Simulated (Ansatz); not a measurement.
# Mo: response to strain

Consider Mo in the bcc (W type) structure (space group Im-3m, No. 229; a = 3.161 Å; relaxed with 0.1 eV smearing).

Strains are applied to the cell and any free atomic positions relax.

Level of theory: DFT with PBE, PAW potentials and a 420 eV plane-wave cutoff in Ansatz (a first-principles code), spin-orbit coupling left out.

Notes on the quantities. energy relative to the base: free energy F.

```tsv
case	shortest interatomic distance	energy relative to the base
base	2.738 Å	0 meV/atom
isotropic strain −2.50 %	2.669 Å	+78 meV/atom
isotropic strain −2.00 %	2.683 Å	+49 meV/atom
isotropic strain −1.50 %	2.697 Å	+27 meV/atom
isotropic strain −1.00 %	2.710 Å	+12 meV/atom
isotropic strain −0.50 %	2.724 Å	___
isotropic strain +0.50 %	2.751 Å	+2.8 meV/atom
isotropic strain +1.50 %	2.779 Å	+25 meV/atom
isotropic strain +2.00 %	2.792 Å	+43 meV/atom
isotropic strain +2.50 %	2.806 Å	+66 meV/atom
```

Problem. Some entries are withheld; estimate them.

Solution. 
- isotropic strain −0.50 %, energy relative to the base: +2.9 meV/atom

Whether these cells are dynamically stable was not tested. All final runs are without spin polarisation.
